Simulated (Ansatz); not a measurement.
Ansatz (an electronic-structure program), DFT, PBE, plane waves, its default PAW files: unreconstructed Si(100) slab of 8 layers, 2x2, N adatom, atoms displaced (Si32N), unrelaxed, 33 atoms. Basis and mesh were picked for this test and aren't claimed converged.

* **cell**: 7.68, 7.68, 21.10 Å; 90, 90, 90°
* **distance to the nearest atom**: 2.05 to 2.37 Å
* **task**: single point
* **k mesh**: 4×4×1
* **hamiltonian.xc**: pbe
* **kind of files**: paw
* **scf.occupations.method**: gaussian
* **scf.occupations.width**: 0.05 eV
* **scf.initial_density.chi_scale**: 0.1
* **output.forces**: true
* **binding of workers (--pin)**: off
* **k-point pools (--kpoint-pools)**: 1
* **memory maximum (--max-ram)**: 8GiB
* **accuracy**: medium (default)
* **basis.precision**: auto (default)
* **basis.xc_grid**: 2 (default)
* **scf.eigensolver.kind**: auto (default)
* **scf.convergence.dr2_threshold**: 1e-07 (default)
* **scf.lower_state_search**: light (default)
* **k-points after symmetry**: 10
* **bands at the start**: 100
* **electrons**: 133
* **plane waves at Γ**: 24379
* **cutoff (eV)**: 420
* **FFT grid**: 54×54×144
* **symmetry operations**: 1

Settings of this run: scf.mixing.algorithm = auto, scf.mixing.preconditioner = kerker; 4 threads.

| iteration | dr2 (eV) | Hψ |
|---|---|---|
| 1 | 4.37e2 | 6012 |
| 2 | 1.09e2 | 3302 |
| 3 | 7.02e1 | 3581 |
| 4 | 1.57e1 | 2439 |
| 5 | 3.65e1 | 1842 |
| 6 | 2.40e0 | 1109 |
| 7 | 8.78e0 | 988 |
| 8 | 1.51e0 | 745 |
| 9 | 5.89e0 | 945 |
| 10 | 4.23e0 | 978 |
| 11 | 8.17e-1 | 1112 |
| 12 | 1.10e0 | 768 |
| 13 | 1.94e-1 | 789 |
| 14 | 1.82e-1 | 786 |
| 15 | 9.59e-1 | 839 |
| 16 | 2.91e-1 | 786 |
| 17 | 7.67e-2 | 746 |
| 18 | 3.04e-2 | 746 |
| 19 | 1.03e-2 | 748 |
| 20 | 7.94e-3 | 813 |
| 21 | 4.22e-2 | 839 |
| 22 | 6.88e-3 | 787 |
| 23 | 5.57e-4 | 746 |
| 24 | 8.81e-3 | 1416 |
| 25 | 6.06e-4 | 922 |
| 26 | 2.34e-3 | 904 |
| 27 | 1.55e-4 | 753 |
| 28 | 3.65e-4 | 871 |
| 29 | 4.02e-5 | 772 |
| 30 | 2.05e-5 | 897 |
| 31 | 3.42e-6 | 869 |
| 32 | 5.73e-6 | 874 |
| 33 | 1.63e-7 | 887 |
| 34 | 1.24e-7 | 3199 |
| 35 | 1.24e-7 | 2530 |
| 36 | 1.35e-8 | 2604 |

It converged after 36 SCF iterations.

Problem. Which change of one setting makes this cycle converge in far fewer steps?

Solution. Several could match; the one computed here: scf.mixing.preconditioner = auto (default) (20 SCF iterations) or scf.mixing.preconditioner = ldos (20 SCF iterations), all else kept. The other changes of this size gave: scf.mixing.preconditioner = local_kerker (21); scf.mixing.preconditioner = none (24); scf.mixing.algorithm = broyden (34); scf.mixing.preconditioner = kerker_dos (37). In that run the program took: scf.mixing.algorithm MSR1, scf.mixing.preconditioner LDOS, scf.eigensolver.kind band_cg, --slots 4. The first change moves the result by: energy under 0.001 meV/atom, forces (largest component) 0.077 meV/Å. Counts are of single runs.

Keys are those of Ansatz 0.2.
